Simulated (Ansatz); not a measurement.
Defect migration in zinc-blende BP: interstitial H, charge state +1. Computed with PBE, PAW (plane waves to 420 eV; Ansatz, an electronic-structure program).

64-site cell at the relaxed PBE lattice, a 2×2×2 k-point mesh shifted by half a step, smearing 0.01 eV, spin-restricted, no finite-size correction. No zero-point or tunnelling terms. The charge state is imposed; whether it is stable for some Fermi level was not computed. Sites that were not tried may lie lower.

Barriers: single points on a 3×3×3 k-point mesh shifted by half a step at the bands' geometries.

The step: a concerted move, in which H travels most. Atoms about the jump, Cartesian Å from the middle of the jump, before and after:

```json
[
 {"atom": "H1", "x0": "0.42", "y0": "0.44", "z0": "0.00", "x1": "-0.42", "y1": "-0.44", "z1": "0.00"},
 {"atom": "P2", "x0": "-0.19", "y0": "-0.19", "z0": "-1.20", "x1": "0.19", "y1": "0.19", "z1": "-1.20"},
 {"atom": "B3", "x0": "1.32", "y0": "1.32", "z0": "0.31", "x1": "1.20", "y1": "1.20", "z1": "0.11"},
 {"atom": "B4", "x0": "-1.20", "y0": "-1.20", "z0": "0.11", "x1": "-1.32", "y1": "-1.32", "z1": "0.31"},
 {"atom": "P5", "x0": "2.33", "y0": "0.00", "z0": "1.32", "x1": "2.28", "y1": "0.00", "z1": "1.25"},
 {"atom": "P6", "x0": "0.00", "y0": "-2.28", "z0": "1.25", "x1": "0.00", "y1": "-2.33", "z1": "1.32"},
 {"atom": "P7", "x0": "0.00", "y0": "2.33", "z0": "1.32", "x1": "0.00", "y1": "2.28", "z1": "1.25"},
 {"atom": "P8", "x0": "-2.28", "y0": "0.00", "z0": "1.25", "x1": "-2.33", "y1": "0.00", "z1": "1.32"},
 {"atom": "B9", "x0": "1.13", "y0": "-1.13", "z0": "2.40", "x1": "1.13", "y1": "-1.13", "z1": "2.40"},
 {"atom": "B10", "x0": "-1.13", "y0": "1.13", "z0": "2.40", "x1": "-1.13", "y1": "1.13", "z1": "2.40"},
 {"atom": "B11", "x0": "1.15", "y0": "-1.17", "z0": "-2.18", "x1": "1.17", "y1": "-1.15", "z1": "-2.18"},
 {"atom": "B12", "x0": "-1.17", "y0": "1.15", "z0": "-2.18", "x1": "-1.15", "y1": "1.17", "z1": "-2.18"},
 {"atom": "P13", "x0": "0.00", "y0": "0.00", "z0": "3.54", "x1": "0.00", "y1": "0.00", "z1": "3.54"},
 {"atom": "P14", "x0": "2.27", "y0": "-2.28", "z0": "-1.00", "x1": "2.28", "y1": "-2.27", "z1": "-1.00"},
 {"atom": "P15", "x0": "2.30", "y0": "2.30", "z0": "-1.03", "x1": "2.32", "y1": "2.32", "z1": "-1.03"},
 {"atom": "P16", "x0": "-2.32", "y0": "-2.32", "z0": "-1.03", "x1": "-2.30", "y1": "-2.30", "z1": "-1.03"},
 {"atom": "P17", "x0": "-2.28", "y0": "2.27", "z0": "-1.00", "x1": "-2.27", "y1": "2.28", "z1": "-1.00"},
 {"atom": "B18", "x0": "3.41", "y0": "-1.13", "z0": "0.13", "x1": "3.41", "y1": "-1.14", "z1": "0.13"},
 {"atom": "B19", "x0": "1.14", "y0": "-3.41", "z0": "0.13", "x1": "1.13", "y1": "-3.41", "z1": "0.13"}
]
```

Problem. Predict the transition state.

Solution. 
| atom | x | y | z |
|---|---|---|---|
| H1 | 0.01 | -0.01 | 0.34 |
| P2 | 0.00 | 0.00 | -1.16 |
| B3 | 1.16 | 1.16 | 0.15 |
| B4 | -1.16 | -1.16 | 0.15 |
| P5 | 2.29 | -0.01 | 1.27 |
| P6 | 0.01 | -2.29 | 1.27 |
| P7 | -0.01 | 2.29 | 1.27 |
| P8 | -2.29 | 0.01 | 1.27 |
| B9 | 1.14 | -1.14 | 2.41 |
| B10 | -1.14 | 1.14 | 2.40 |
| B11 | 1.17 | -1.17 | -2.17 |
| B12 | -1.18 | 1.18 | -2.17 |
| P13 | 0.00 | 0.00 | 3.54 |
| P14 | 2.29 | -2.29 | -1.00 |
| P15 | 2.28 | 2.28 | -1.03 |
| P16 | -2.28 | -2.28 | -1.03 |
| P17 | -2.29 | 2.29 | -1.00 |
| B18 | 3.42 | -1.14 | 0.12 |
| B19 | 1.14 | -3.42 | 0.12 |
It lies 0.42 eV above the start and 0.42 eV above the end. The saddle point's order was not checked, and it lies on a symmetry element of the cell, where a band can be held.
